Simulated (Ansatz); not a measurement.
ZnSnO3 (R-3, No. 148; cell taken from a computed entry)

The numbers are results of HSE06+SOC in Ansatz (plane waves, PAW), not measurements.

Run with plane-wave cutoff 460 eV, 6×6×6 k mesh, Fermi–Dirac smearing 0.01 eV, PAW data made under PBE.

Cell: relaxed with PBEsol: a = 5.3071 Å, b = 5.3071 Å, c = 14.0262 Å, α = 90.00°, β = 90.00°, γ = 120.00°.

```yaml
band_gap: 3.28 eV (indirect)
smallest_direct_gap_on_the_k_points_sampled: 3.36 eV
```

Note: cell and atoms aren't relaxed at this level (pressure -1.4 GPa).

Ansatz is a program for electronic structure.
